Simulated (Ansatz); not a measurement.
# A computed series for MoSi2: pressure series

Start from MoSi2 (space group I4/mmm, No. 139).

```xyz
3
Lattice="-1.6085 1.6085 3.9366 1.6085 -1.6085 3.9366 1.6085 1.6085 -3.9366" Properties=species:S:1:pos:R:3 pbc="T T T"
Mo     0.0000     0.0000     0.0000
Si     0.0000     0.0000     2.6384
Si     0.0000     0.0000     5.2348
```

Cell and atoms are relaxed at each pressure.

All numbers come from DFT with PBE, PAW potentials and a 420 eV plane-wave cutoff in Ansatz (an electronic-structure program), scalar-relativistic without spin-orbit coupling, earlier PAW set.

Notes on the quantities. enthalpy: H = E + PV relative to the base's energy.

```csv
case,c/a ratio,lattice parameter a,enthalpy
base,2.447,3.217 Å,–
pressure −2 GPa,2.446,3.228 Å,-0.17 eV/atom
pressure −1 GPa,2.447,3.223 Å,-0.08 eV/atom
pressure 0.3 GPa,2.448,3.215 Å,+0.03 eV/atom
pressure 0.7 GPa,2.448,…,+0.06 eV/atom
pressure 1.5 GPa,2.449,3.209 Å,+0.13 eV/atom
pressure 3 GPa,…,3.201 Å,+0.25 eV/atom
pressure 5 GPa,2.451,3.190 Å,+0.42 eV/atom
pressure 7.5 GPa,2.453,3.178 Å,+0.62 eV/atom
pressure 10 GPa,2.455,3.167 Å,+0.83 eV/atom
```

Q: What belongs in the blanks?

A: 
- pressure 0.7 GPa, lattice parameter a: 3.213 Å
- pressure 3 GPa, c/a ratio: 2.450

Load acts through the strain it causes; cell and atoms are relaxed under it. Stability against distortions was not tested. Competing high-pressure phases were not computed. All final runs are without spin polarisation.
